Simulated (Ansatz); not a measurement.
Results of PBEsol in Ansatz (plane waves, PAW) for AlCl3 (C2/m, No. 12).

Run with plane-wave cutoff 520 eV, 8×8×6 k mesh (along the axes of the cell as run), Fermi–Dirac smearing 0.01 eV, scalar-relativistic PAW data made under PBE.

Cell (measured lattice):

Space group C2/m (No. 12); a = 5.914 Å, b = 10.234 Å, c = 6.148 Å, α = 90.00°, β = 108.25°, γ = 90.00°

| atom | site | symmetry | x | y | z |
|---|---|---|---|---|---|
| Al | 4g | 2 | 0.0000 | 0.1662 | 0.0000 |
| Cl | 4i | m | 0.2147 | 0.0000 | 0.2263 |
| Cl | 8j | 1 | 0.2518 | 0.3213 | 0.2248 |
(The calculation used a cell of 8 atoms; values per cell refer to that cell.)

Task: What does this level give for the band gap, smallest direct gap on the k points sampled and direct gap at Γ?

Result: 
- band gap: 5.15 eV (indirect)
- smallest direct gap on the k points sampled: 5.23 eV
- direct gap at Γ: 5.55 eV

Note: cell and atoms aren't relaxed at this level (pressure 1.0 GPa).

Static lattice: no zero-point or thermal effects.

Cost on a shared machine: roughly 100 core-seconds.

Ansatz is an electronic-structure program.
